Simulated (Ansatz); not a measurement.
Input and output of a self-consistent single point for a (100) slab of HfN (cut from a parent of space group no. 225; 8 atoms in the cell) (Ansatz, a quantum-chemistry and plane-wave program).

Level of theory: PBEsol, default PAW files made with PBE (plane waves; Ansatz).

```
HfN
1.0
    3.18014     0.00000     0.00000
   -3.18014     3.18014     0.00000
    0.00000     0.00000    20.74601
Hf N
4 4
Cartesian
  0.00000   0.00000   9.24872
 -1.59007   1.59007   6.99999
  0.00000   0.00000  13.74602
 -1.59007   1.59007  11.49742
  0.00000   0.00000   6.99999
 -1.59007   1.59007   9.24872
  0.00000   0.00000  11.49742
 -1.59007   1.59007  13.74602
```

Reference input (self-consistent single point, DFT, PBEsol, plane waves, default PAW files made with PBE): basis.ecutwfc = 420 eV; kpoints.mp_grid.grid = 13 13 1; hamiltonian.xc = pbesol; hamiltonian.pseudopotentials = {kind: paw} (the program's default PAW files); scf.occupations.method = fermi_dirac; scf.occupations.width = 0.1 eV. This run's input differs from it in these lines:

Ansatz 0.2 input:
```diff
@@ -15,3 +15,3 @@
 basis:
-  ecutwfc: 420.0
+  ecutwfc: 210.0
 kpoints:
```

Log, with long lists cut:

```
SCF iter   1: F=—  HF=-63897.497310 eV  |F-HF|=—  |Δ(HF+E_count)|=         —  Δρ=5.25e-2  dr2=4.22e0  ethr=1.77e-3  ⟨swp⟩=5.9  Hψ=7832  notcnv=0  defer=7
all-band conjugate gradients solve this SCF's bands
preconditioner: auto → LDOS
SCF iter   2: F=—  HF=-63893.357596 eV  |F-HF|=—  |Δ(HF+E_count)|=    4.14e0  Δρ=3.96e-2  dr2=2.37e0  ethr=1.77e-3  ⟨swp⟩=3.0  Hψ=5097  notcnv=0  defer=36
   [... lines left out ...]
SCF iter   6: F=—  HF=-63892.103802 eV  |F-HF|=—  |Δ(HF+E_count)|=   3.19e-6  Δρ=1.22e-4  dr2=4.85e-5  ethr=2.42e-7  ⟨swp⟩=2.3  Hψ=3817  notcnv=0  defer=38
SCF iter   7: F=—  HF=-63892.102981 eV  |F-HF|=—  |Δ(HF+E_count)|=   8.20e-4  Δρ=6.21e-5  dr2=9.30e-6  ethr=3.91e-8  ⟨swp⟩=2.7  Hψ=3928  notcnv=0  defer=37
SCF iter   8: F=—  HF=-63892.102981 eV  |F-HF|=—  |Δ(HF+E_count)|=   1.43e-7  Δρ=1.22e-5  dr2=5.57e-7  ethr=7.50e-9  ⟨swp⟩=2.4  Hψ=3700  notcnv=0  defer=37
SCF iter   9: F=-63892.102981 eV  HF=-63892.102982 eV  |F-HF|=2.46e-8  |Δ(HF+E_count)|=   1.95e-7  Δρ=6.18e-6  dr2=9.26e-8  ethr=8.06e-11  ⟨swp⟩=12.7  Hψ=9699  notcnv=0
SCF 1 converged in 9 iterations: F = -63892.102981 eV  dr2 = 9.26e-8
Free energy (F): -63892.102981 eV
Internal energy: -63891.988409 eV  (E = F + TS)
E sigma→0 (E₀):  -63892.045695 eV
Entropy (-TS):   -0.114572 eV (-14.322 meV/atom)
Fermi energy:    8.762172 eV
--- Forces (eV/Å), atoms counted from 1 ---
  atom   1  Hf     0.00000000     0.00000000    -0.04441571
  atom   2  Hf     0.00000000     0.00000000     1.69305139
  atom   3  Hf     0.00000000     0.00000000    -1.69305139
  atom   4  Hf     0.00000000     0.00000000     0.04441571
  atom   5  N      0.00000000     0.00000000    -0.74000355
  atom   6  N      0.00000000     0.00000000    -0.95747093
  atom   7  N      0.00000000     0.00000000     0.95747093
  atom   8  N      0.00000000     0.00000000     0.74000355
--- Stress (GPa, compression-positive) ---
       -6.788379       0.000000       0.000000
        0.000000      -6.788379       0.000000
        0.000000       0.000000      -2.410014
  P = ⅓ Tr σ = -5.3289 GPa (-53.289 kbar)
  The stress holds the Pulay correction. Without it, at fixed plane waves, as pw.x and ABINIT print it: P = -87.3450 GPa
```

The run converged in 9 iterations. Against the reference run the free energy goes up by 3.31 eV/atom and the largest force goes from 1.444 to 1.693 eV/Å.

The starting cell has typed, rounded lattice constants, without a prior relaxation at this level. The slab is cut from that crystal, and its faces are unrelaxed. Its lattice was rescaled by up to half a per cent. Spin-orbit coupling is off. Spin polarisation is off, though cut faces can carry moments; the slab shows no gap. Forces in this geometry exceed 1 eV/Å. The cutoff lies below the one recommended for these files.
